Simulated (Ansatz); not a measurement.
The starting structures come from a database of crystals and need not be the phases stable at ambient conditions.

By PBEsol, the system below comes out a metal.

Without scattering a metal conducts by its projected Fermi surface.

Data:

```
CELL_PARAMETERS angstrom
      3.67193     0.00000     0.00000
      0.00000     5.19289     0.00000
      0.00000     2.59645     2.59645
ATOMIC_POSITIONS crystal
  Cu 0.50000 0.00000 0.50000
  Cu 0.50000 0.50000 0.50000
  Cu 0.00000 0.50000 0.00000
  Pd 0.00000 0.00000 0.00000
```

Space group of this cell: Pm-3m, Cu3Au type. The cell is taken as given; by PBEsol its mean pressure is -2.5 GPa.

The current flows along the normal of the first two printed cell vectors, the (110) plane of the conventional cell. No spin-orbit coupling; the value is a mean over 0.1 eV about the Fermi level.

State the ballistic conductance per area according to Ansatz (a first-principles code) with PBEsol.

0.96 × 10¹⁵ S/m² for both spins.
